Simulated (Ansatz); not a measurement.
The reference is PbTe in the rock salt structure (space group Fm-3m, No. 225; a = 6.3796 Å). Axes: x, y, z lie along the cube axes.

Method: Kohn–Sham DFT with the LDA functional, run in Ansatz (a quantum-chemistry and plane-wave program) with PAW and 420 eV plane waves, without spin-orbit coupling.

Base values:

- Band gap: 0.57 eV
- Hole mass: 0.33 mₑ along k, 0.065 mₑ across (at L)

One thing is altered: biaxial strain +0.42 %, plane normal [111], relaxed out of plane (Cartesian); in-plane vectors clamped, the third vector and the atoms free.

**Question.** How does this affect the band gap?

**Answer.** The band gap shrinks by 0.05 eV (0.57 eV → 0.52 eV).

**Question.** Predict the new out-of-plane strain.

**Answer.** The out-of-plane strain amounts to -0.46 %.

**Question.** Predict the new hole mass.

**Answer.** The hole mass changes from 0.33 mₑ along k, 0.065 mₑ across (at L) to 0.34 mₑ along k, 0.065 mₑ across (at L).

**Question.** Predict the new energy relative to the base.

**Answer.** The energy is nearly the same.

With Pb and Te present, leaving out spin-orbit coupling can change the band edges. Effective masses come from finite differences of ±0.01 Å⁻¹. Along k means along the line from Γ to the band edge. Stability against distortions was not tested.
